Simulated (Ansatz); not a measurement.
Start from MoSe₂ in the 2H-MoS2 type structure (space group P6_3/mmc, No. 194; a = 3.228 Å, c = 12.347 Å; layered, stacked along the Cartesian z axis).

Level of theory: Ansatz (a program for electronic structure), PBEsol-D3(BJ), PAW, cutoff 420 eV, spin-orbit coupling left out.

The change: full substitution Se → S, then cell and atoms are relaxed.

Measured band gap: MoSe2 1.09 eV (room temperature; as listed in Carlos M. O. Bastos et al., Physical Review Materials (2019)); MoS2 1.23 eV (room temperature; as listed in Carlos M. O. Bastos et al., Physical Review Materials (2019)).

Measured lattice parameter a: MoSe2 3.289 Å (room temperature; as listed in arXiv:1605.07067); MoS2 3.16 Å (room temperature; as listed in arXiv:1605.07067).

Q: How well does PBEsol-D3(BJ) reproduce the measured shift?

A: With PBEsol-D3(BJ) the band gap moves by -0.02 eV (0.54 → 0.52) against +0.14 eV measured; the lattice parameter a moves by -0.119 Å (3.228 → 3.109) against -0.129 Å measured.

Whether these cells are dynamically stable was not tested.
